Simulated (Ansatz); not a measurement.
Start from Mg₂Ge in the anti-fluorite structure (space group Fm-3m, No. 225; a = 6.364 Å). Axes: x, y, z lie along the cube axes.

Computed with PBEsol, PAW, 420 eV (Ansatz, an electronic-structure program; no spin-orbit coupling).

Strains are applied to the cell and any free atomic positions relax.

One change was made to it. Results:

```tsv
quantity	base	after
energy relative to the base (free energy F)	0 meV/atom	+4.9 meV/atom
band gap	0.08 eV	zero
```

Name the change that was made.
A) uniaxial strain ε_zz = −1.00 %
B) uniaxial strain ε_zz = +0.50 %
C) uniaxial strain ε_zz = +3.00 %
D) uniaxial strain ε_zz = −2.50 %

D, uniaxial strain ε_zz = −2.50 %. For comparison, the energy relative to the base in the other runs: uniaxial strain ε_zz = −1.00 % gives +0.8 meV/atom; uniaxial strain ε_zz = +3.00 % gives +6.5 meV/atom; uniaxial strain ε_zz = +0.50 % gives +0.2 meV/atom.

Stability against distortions was not tested. The final runs are not spin-polarised. Gaps under 0.05 eV, about the width of the smearing, are given as zero. A zero or small gap of Mg2Ge can be the functional's error rather than a property of the material.
